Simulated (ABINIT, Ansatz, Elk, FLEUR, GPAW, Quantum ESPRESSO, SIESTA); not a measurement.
Code comparison for TiSi (Amm2, 2 atoms in the cell)

Self-consistent single point, at a second geometry (lattice scaled by 0.98). First geometry:

```
TiSi
1.0
    3.83428     0.00000     0.00000
    0.00000     1.82350     2.15938
    0.00000    -1.82350     2.15938
Ti Si
1 1
Cartesian
  0.00000   0.00000   0.19365
  1.91714   0.00000   2.40408
```

Shared settings, as Ansatz (a first-principles code) writes them: kpoints.mp_grid.grid = 11 16 16; scf.occupations.method = fermi_dirac; scf.occupations.width = 0.136 eV. Potentials and cutoffs stand in the table.

```tsv
code	model	ΔF from the first geometry (meV/atom)	pressure (GPa)	largest force (eV/Å)	cutoff
SIESTA	GGA PBEsol, numerical atomic orbitals DZP, PseudoDojo PBEsol standard norm-conserving potentials (rewritten from UPF to PSML)	-25.8	-0.74	0.055	grid 400 Ry
ABINIT	PBEsol, norm-conserving pseudopotentials (PseudoDojo nc-sr-04 PBEsol standard)	-21.6	0.20	0.051	42 Ha
Ansatz	PBEsol, PAW files made with PBE	-21.6	0.21	0.051	420 eV
GPAW	PBEsol, GPAW PAW datasets PBEsol (made by gpaw-setup)	-17.4	0.91	0.055	800 eV
FLEUR	PBEsol, all-electron FLAPW (FLEUR), scalar-relativistic valence	-20.2	–	0.051	Kmax 4.5 1/bohr
Quantum ESPRESSO	PBEsol, GBRV 1.5 ultrasoft (PBESOL) pseudopotentials	-21.6	0.22	0.051	50 Ry
Elk	PBEsol, all-electron FP-LAPW, Elk's shipped species files, default APW+lo basis	-10.6	–	–	default
```

A dash marks a value that a program does not give, or that is left out as unsure.

On Ansatz's run: spin polarisation is off.

The spread over the programs that give each value: ΔF from the first geometry within 15.2 meV/atom; pressure within 1.65 GPa; largest force within 0.004 eV/Å.

SIESTA uses small atom-centred bases, whose incompleteness enters pressures, forces and empty levels differently from a plane-wave cutoff. FLEUR and Elk treat all electrons, but the usual bases taken here (sphere radii, linearisation, local orbitals, empty states) were not tested for convergence, so the values are no reference for the others. Ansatz's pressure is given at a fixed set of plane waves, as the other plane-wave codes print theirs.

The starting cell comes from a database of computed structures (which also holds hypothetical and non-ambient phases and stackings), without a prior relaxation at this level. Its lattice was rescaled by a random factor within 2.5 % of one. For this run, on top of that: lattice scaled by 0.98.

Keys are those of Ansatz 0.2.
